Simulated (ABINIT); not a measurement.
**Pressure against volume in cubic perovskite SrTiO3 (space group 221) (ABINIT, PBEsol)**

```
CELL_PARAMETERS angstrom
      3.79162     0.00000     0.00000
      0.00000     3.79162     0.00000
      0.00000     0.00000     3.79162
ATOMIC_POSITIONS crystal
  Sr 0.00000 0.00000 0.00000
  Ti 0.50000 0.50000 0.50000
  O  0.50000 0.00000 0.50000
  O  0.00000 0.50000 0.50000
  O  0.50000 0.50000 0.00000
```

Level of theory: PBEsol, norm-conserving pseudopotentials (PseudoDojo nc-sr-04 PBEsol standard) (plane waves; ABINIT). Settings: pseudos = [Sr.upf, Ti.upf, O.upf]; ecut = 55 Ha; occopt = 3; tsmear = 0.00036749 Ha; ngkpt = 9 9 9; nshiftk = 1; shiftk = 0 0 0; potentials = PseudoDojo nc-sr-04 PBEsol standard; nband = 27; kptopt = 1; nstep = 80; tolvrs = 1e-10. The cell above is the first row's. The rows scale it uniformly. In all rows fractional positions and the k mesh are held.

```
V (Å^3/atom)  P (GPa)
------------  -------
10.902          16.61
11.139          11.34
11.376           6.61
11.613           2.37
11.850          -1.44
12.087          -4.85
12.324          -7.91
12.561         -10.65
12.798              ?
```

Question: Using a cubic, estimate the missing P at V = 12.798 from the other rows, showing the fit.

Answer: With u = V - 11.7, the rows have u = -0.7980, -0.5610, -0.3240, -0.0870, 0.1500, 0.3870, 0.6240, 0.8610. Least squares gives P = 0.919 - 16.2871·u + 3.7847·u² - 0.5539·u³. Residuals (row less fit): 0.002, -0.005, -0.002, 0.005, 0.001, -0.001, -0.005, 0.002; standard error 0.005 (degrees of freedom: 4). The fitted pressure is zero at V0 = 11.76, where dP/dV = -15.86, so B0 = -V0·dP/dV = 186 GPa. At the withheld row, u = 1.0980, so P = 0.919 - 16.2871 × 1.0980 + 3.7847 × 1.0980² - 0.5539 × 1.0980³ = -13.135 GPa. The calculation gives -13.11 GPa, 0.025 GPa above the prediction (0.1 % of the range of P in the table). The row lies outside the fitted rows, so this is an extrapolation. From the scatter of the fitted rows alone, a prediction at this place has a standard error of 0.013 GPa, so the miss is 2.0 times that.

Carrying the step between the two nearest rows on in a straight line would have given -13.39, off by 0.28; series whose last step already gives the withheld value aren't shown. The scan was laid around a cell of about the measured size, scaled by a guess for this functional. This is the room-temperature phase, which distorts on cooling and is held here by symmetry. The runs keep the symmetry of the cell, so they don't test it for distortions. Cutoffs and mesh are single choices, not tested for convergence of this quantity. Series with a scatter that would blur these digits, or in which a gap closes, are not shown.
